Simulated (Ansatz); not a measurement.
Consider CsPbBr₃ in the cubic perovskite structure (space group Pm-3m, No. 221; a = 5.872 Å).

Level of theory: DFT with PBEsol, PAW potentials and a 420 eV plane-wave cutoff in Ansatz (an electronic-structure program), scalar-relativistic without spin-orbit coupling.

Base values:

The valley order is R along ⟨111⟩ 1.43 eV; Γ 2.88 eV.

Perturbation: electron doping at 2.0×10^21 cm⁻³ (0.405 per cell), with a uniform compensating background at fixed cell and a 300 K Fermi–Dirac width.

Question: Estimate the effect on the valley order.

Answer: The valley order (the lowest conduction-band minima on the path, energy above the VBM, named in the base's zone) changes from R along ⟨111⟩ 1.43 eV; Γ 2.88 eV to R along ⟨111⟩ 1.45 eV; Γ 2.41 eV.

Question: What happens to the Fermi level from band edge?

Answer: The Fermi level relative to the doped band's edge (positive inside the band; to 0.05 eV) amounts to +0.60 eV.

Carriers are added with a uniform compensating background; total energy and stress of such cells depend on the potential's zero and are not compared; many-body gap narrowing is missing at this level. Spin-orbit coupling, missing from the scalar runs, can matter with Pb. The levels and masses belong to the bands next to the band gap. Whether these cells are dynamically stable was not tested. Many cubic perovskites are stable only at high temperature; tilts and polar distortions were not tested. This is not the structure that CsPbBr3 has at room temperature and ambient pressure.
